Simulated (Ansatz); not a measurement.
Base system: InSb in the zinc blende structure (space group F-43m, No. 216; a = 6.5561 Å).

Level of theory: r2SCAN (Ansatz, an electronic-structure program, PAW, no SOC).

For the base:

```
Item                   Result
-------------------  --------
Band gap                 zero
Smallest direct gap      zero
Volume per atom      35.23 Å³
Gap character          absent
```

The change: a hydrostatic pressure of 15 GPa.

Task: Predict the new band gap.

Result: The band gap becomes 1.15 eV (base: zero).

Task: What does the calculation give for the hole mass after the change?

Result: The hole mass (degenerate bands, along [100]) is 0.067, 0.23, 0.23 mₑ (at Γ).

Task: What does the calculation give for the smallest direct gap after the change?

Result: The smallest direct gap becomes 1.34 eV (base: zero).

Task: What does the calculation give for the volume per atom after the change?

Result: The volume per atom shrinks by 6.66 Å³, from 35.23 Å³ to 28.57 Å³.

Task: What happens to the gap character?

Result: The gap character changes from absent to indirect, Γ → a point along ⟨100⟩, about 0.9 Å⁻¹ from Γ.

Spin-orbit coupling, missing from the scalar runs, can matter with Sb. Load acts through the strain it causes; cell and atoms are relaxed under it. Effective masses come from finite differences of ±0.01 Å⁻¹. Whether these cells are dynamically stable was not tested. Tetrahedral semiconductors of this kind turn to denser phases somewhere between about 1 and 50 GPa; those were not computed, so compressed cells here can lie past the real transition. All final runs are without spin polarisation. Gaps under 0.05 eV, about the width of the smearing, are given as zero. The zero or small gap of InSb can change with the level of theory.
